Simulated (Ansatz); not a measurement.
Base system: SiC in the wurtzite structure (space group P6_3mc, No. 186).

```xyz
4
Lattice="3.0919 0.0000 0.0000 -1.5460 2.6777 0.0000 0.0000 0.0000 5.0742" Properties=species:S:1:pos:R:3 pbc="T T T"
Si     1.5460     0.8926     0.0026
Si     0.0000     1.7851     2.5397
C      1.5460     0.8926     3.1698
C      0.0000     1.7851     0.6327
```

Method: Kohn–Sham DFT with the PBE functional, run in Ansatz (a first-principles code) with PAW and 420 eV plane waves, no SOC, earlier PAW set.

For the base:

| Item | Result |
|---|---|
| Electron mass | 0.27 mₑ along c, 0.44 mₑ across (at K) |
| Band gap | 2.31 eV |
| Lattice parameter a | 3.092 Å |
| Smallest direct gap | 3.95 eV |

It is then changed as follows: cell and atoms relaxed at a pressure of 10 GPa.

### Question
What does the calculation give for the electron mass, band gap, lattice parameter a and smallest direct gap after the change?

### Answer
The electron mass becomes 0.26 mₑ along c, 0.43 mₑ across (at K) (base: 0.27 mₑ along c, 0.44 mₑ across (at K)); the band gap shrinks by 0.08 eV (2.31 eV → 2.23 eV); the lattice parameter a falls by 0.044 Å to 3.048 Å; the smallest direct gap goes up by 0.08 eV, from 3.95 eV to 4.03 eV.

Load acts through the strain it causes; cell and atoms are relaxed under it. Masses are band curvatures over ±0.01 Å⁻¹ around the edge. Stability against distortions was not tested. Competing high-pressure phases were not computed.
